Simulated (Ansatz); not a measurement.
## A computed series for CaO: response to strain

Base system: CaO in the rock salt structure (space group Fm-3m, No. 225; a = 4.831 Å).

Strains are applied to the cell and any free atomic positions relax.

Calculations: DFT with PBE, PAW potentials and a 420 eV plane-wave cutoff in Ansatz (an electronic-structure program), no spin-orbit coupling.

Notes on the quantities. hole mass: degenerate bands, along [100].

| case | electron mass | width of the top valence band | shortest interatomic distance | hole mass | band gap |
|---|---|---|---|---|---|
| base | 1.4 mₑ along k, 0.44 mₑ across (at X) | 1.16 eV | 2.415 Å | 0.35, 2.9, 2.9 mₑ (at Γ) | 3.66 eV |
| isotropic strain −3.00 % | 1.4 mₑ along k, 0.41 mₑ across (at X) | ___ | 2.343 Å | 0.34, 2.8, 2.8 mₑ (at Γ) | 3.62 eV |
| isotropic strain −2.50 % | 1.4 mₑ along k, 0.42 mₑ across (at X) | 1.32 eV | 2.355 Å | 0.34, 2.8, 2.8 mₑ (at Γ) | 3.63 eV |
| isotropic strain −2.00 % | 1.4 mₑ along k, 0.42 mₑ across (at X) | 1.28 eV | 2.367 Å | 0.35, 2.8, 2.8 mₑ (at Γ) | 3.64 eV |
| isotropic strain −1.50 % | 1.4 mₑ along k, 0.43 mₑ across (at X) | ___ | 2.379 Å | 0.35, 2.8, 2.8 mₑ (at Γ) | 3.65 eV |
| isotropic strain −1.00 % | 1.4 mₑ along k, 0.43 mₑ across (at X) | 1.22 eV | 2.391 Å | 0.35, 2.8, 2.8 mₑ (at Γ) | 3.65 eV |
| isotropic strain −0.50 % | 1.4 mₑ along k, 0.44 mₑ across (at X) | 1.19 eV | 2.403 Å | 0.35, 2.9, 2.9 mₑ (at Γ) | 3.65 eV |
| isotropic strain +0.50 % | 1.4 mₑ along k, 0.45 mₑ across (at X) | ___ | 2.427 Å | 0.36, 2.9, 2.9 mₑ (at Γ) | 3.66 eV |
| isotropic strain +1.00 % | 1.4 mₑ along k, 0.45 mₑ across (at X) | 1.11 eV | 2.440 Å | 0.36, 2.9, 2.9 mₑ (at Γ) | 3.66 eV |
| isotropic strain +1.50 % | 1.4 mₑ along k, 0.46 mₑ across (at X) | ___ | 2.452 Å | 0.36, 2.9, 2.9 mₑ (at Γ) | 3.66 eV |

**Question.** Complete the table.

**Answer.** 
- isotropic strain −3.00 %, width of the top valence band: 1.35 eV
- isotropic strain −1.50 %, width of the top valence band: 1.25 eV
- isotropic strain +0.50 %, width of the top valence band: 1.13 eV
- isotropic strain +1.50 %, width of the top valence band: 1.08 eV

Effective masses come from finite differences of ±0.01 Å⁻¹. Along k means along the line from Γ to the band edge. Stability against distortions was not tested.
